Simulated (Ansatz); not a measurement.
CsCl-type NiAl: Voigt–Reuss–Hill shear modulus by level of theory

No measured value is used here.

| level (code) | value (GPa) | cell (Å³/atom) |
|---|---|---|
| LDA (Ansatz) | 84.1 | 11.36 |
| PBE (Ansatz) | 72.4 | 12.11 |
| PBE-D3(BJ) (Ansatz) | (withheld) | 11.66 |
| r²SCAN (Ansatz) | 85.1 | 11.74 |
| HSE06 (Ansatz) | 54.1 | 11.76 |

Problem. What belongs in the gaps?

Solution. 
- PBE-D3(BJ) (Ansatz, a program for electronic structure), value (GPa): 82.0

The crystal itself was run without spin with LDA, PBE, PBE-D3(BJ), r²SCAN, HSE06; a magnetic state was not tried in these runs. PBE-D3(BJ): the dispersion coefficients are held fixed in the derivatives. HSE06: hybrids on metals are sensitive to the k mesh. HSE06: the run warned that the count of filled bands differs between k points. Each level is taken at its own relaxed cell. Cutoffs and k meshes differ between the levels. Ansatz's density-functional and Hartree–Fock values are scalar-relativistic unless marked +SOC, with PAW data made under PBE.
